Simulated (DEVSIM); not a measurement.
Device: abrupt GaSb p-n junction, at 300 K.

Layer 1 from the left is GaSb, thickness (μm) 0.130, Na (cm⁻³) 8.9e16, τn (s) 1.6e-8, τp (s) 1.6e-8. Layer 2 from the left is GaSb, thickness (μm) 12.0, Nd (cm⁻³) 4.7e16, τn (s) 1.6e-8, τp (s) 1.6e-8.

Left contact: ohmic. Right contact: ohmic. Voltage is applied to the left contact. Recombination: SRH at mid-gap, Auger. Mobility is μmin + (μ − μmin)/(1 + (N/Nref)^α).

Constants are typed, rounded textbook-type inputs, not results; the design itself was drawn at random and stands for no fabricated device. Values at 300 K.

GaSb: gap (eV) 0.726, affinity (eV) 4.06, permittivity 15.7, Nc (cm⁻³) 2.1e17, Nv (cm⁻³) 1.8e19, μn (cm²/Vs) 5000, μp (cm²/Vs) 850, μn,min 1000, μp,min 190, Nref,n 2.8e17, Nref,p 9e17, αn 1.05, αp 0.65, Cn (cm⁶/s) 5e-30, Cp (cm⁶/s) 5e-30.

Model (solved in DEVSIM): 1D drift-diffusion, Boltzmann statistics, complete ionisation; no tunnelling, impact ionisation, image-force lowering or self-heating.

Dark forward current:

```tsv
|V| (V)	|J| (A/cm²)
0.05	0.0003871
0.10	0.002846
0.15	0.01890
0.20	0.1245
0.25	0.8205
0.30	5.372
0.35	33.95
0.40	182.0
0.45	642.8
0.50	1456
0.55	2516
```

Problem. Work out the local ideality factor n = ΔV / (kT/q · ln(J2/J1)) between the rows 0.15 and 0.20 V, 0.20 and 0.25 V, 0.50 and 0.55 V.

Solution. kT/q = 25.85 mV. From 0.15 to 0.20 V: ln(0.1245/0.01890) = 1.885, n = 1.03, near the 1 of diffusion or emission over a barrier. From 0.20 to 0.25 V: ln(0.8205/0.1245) = 1.886, n = 1.03, near the 1 of diffusion or emission over a barrier. From 0.50 to 0.55 V: ln(2516/1456) = 0.547, n = 3.54; the layers' resistance at their doping, Σ W/(qμN) = 3.7e-5 Ω cm², would take 39 mV of this step of 50 mV.

Problem. Estimate the current at 0.25 V from the Shockley equation with J0 = Σ q ni² D/(N L) coth(W/L), τ joining the SRH, radiative and Auger lifetimes that are on, and W taken as the whole layer.

Solution. ni² = 2.40e24 cm⁻⁶; electrons in the p layer: μ = 4080 cm²/Vs, D = 105 cm²/s, τ = 1.60e-8 s, L = 13.0 μm, W/L = 0.010, term 3.50e-5 A/cm²; holes in the n layer: μ = 766 cm²/Vs, D = 19.8 cm²/s, τ = 1.60e-8 s, L = 5.63 μm, W/L = 2.1, term 2.96e-7 A/cm². J0 = 3.53e-5 A/cm², and J = J0 exp(qV/kT) = 0.560 A/cm². The simulation gives 0.821 A/cm²; the estimate lies 32 % below. The estimate leaves out recombination in the depletion region and that region's share of W.
